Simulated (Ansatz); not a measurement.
**Response to strain in BP**

Base system: BP in the zinc blende structure (space group F-43m, No. 216).

```xyz
2
Lattice="0.0000 2.2601 2.2601 2.2601 0.0000 2.2601 2.2601 2.2601 0.0000" Properties=species:S:1:pos:R:3 pbc="T T T"
B      0.0000     0.0000     0.0000
P      1.1300     1.1300     1.1300
```

Cartesian axes are those of the cell as printed.

Strains are applied to the cell and any free atomic positions relax.

Level of theory: Ansatz (a program for electronic structure) PBEsol, spin-orbit coupling left out.

| change | electron mass | smallest direct gap | band gap |
|---|---|---|---|
| base | 1.3 mₑ along k, 0.22 mₑ across (off the special points) | 3.38 eV | 1.11 eV |
| uniaxial strain ε_zz = −2.00 % | 1.2 mₑ along k, 0.22 mₑ across (off the special points) | 3.21 eV | 0.78 eV |
| uniaxial strain ε_zz = −1.50 % | 1.3 mₑ along k, 0.22 mₑ across (off the special points) | 3.25 eV | 0.86 eV |
| uniaxial strain ε_zz = −1.00 % | 1.3 mₑ along k, 0.22 mₑ across (off the special points) | 3.29 eV | 0.95 eV |
| uniaxial strain ε_zz = +0.50 % | 1.3 mₑ along k, 0.22 mₑ across (off the special points) | 3.35 eV | 1.10 eV |
| uniaxial strain ε_zz = +1.00 % | 1.2 mₑ along k, 0.22 mₑ across (off the special points) | 3.31 eV | 1.07 eV |
| uniaxial strain ε_zz = +1.50 % | 1.2 mₑ along k, 0.22 mₑ across (off the special points) | 3.28 eV | 1.04 eV |
| uniaxial strain ε_zz = +2.00 % | 1.2 mₑ along k, 0.22 mₑ across (off the special points) | 3.25 eV | 1.01 eV |
| uniaxial strain ε_zz = +2.50 % | 1.2 mₑ along k, 0.22 mₑ across (off the special points) | 3.22 eV | 0.98 eV |
| uniaxial strain ε_zz = +3.00 % | 1.2 mₑ along k, 0.22 mₑ across (off the special points) | 3.19 eV | 0.95 eV |

Effective masses come from finite differences of ±0.01 Å⁻¹. Along k means along the line from Γ to the band edge. Whether these cells are dynamically stable was not tested. Labels are those of the standard path for the cell's own space group.
